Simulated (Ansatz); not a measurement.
Consider CoSi (space group P2_13, No. 198; a = 4.383 Å; non-magnetic). Axes: x, y, z lie along the cube axes.

The values are results of r2SCAN, PAW, 500 eV (Ansatz, a quantum-chemistry and plane-wave program; without spin-orbit coupling), earlier PAW set, not measurements.

Strains are applied to the cell and any free atomic positions relax; under biaxial strain the out-of-plane vector relaxes too.

One change was made to it. Results:

```tsv
quantity	base	after
energy relative to the base (free energy F)	0 meV/atom	+3.4 meV/atom
pressure (mean of the normal stresses, compression positive)	0.0 GPa	3.4 GPa
shortest interatomic distance	2.292 Å	2.277 Å
```

Q: What was done to the base?
A. biaxial strain −1.04 %, plane normal [111], relaxed out of plane
B. uniaxial strain ε_xx = +3.67 %
C. uniaxial strain ε_xx = −5.35 %
D. uniaxial strain ε_zz = +2.59 %
E. tensor shear ε_yz = −2.32 %

A: A, biaxial strain −1.04 %, plane normal [111], relaxed out of plane. For comparison, the energy relative to the base in the other runs: tensor shear ε_yz = −2.32 % gives +9.6 meV/atom; uniaxial strain ε_xx = −5.35 % gives +47 meV/atom; uniaxial strain ε_zz = +2.59 % gives +8.4 meV/atom; uniaxial strain ε_xx = +3.67 % gives +16 meV/atom.

No phonon test of stability was made. Seeded moments were not kept for the base. The final runs are not spin-polarised.
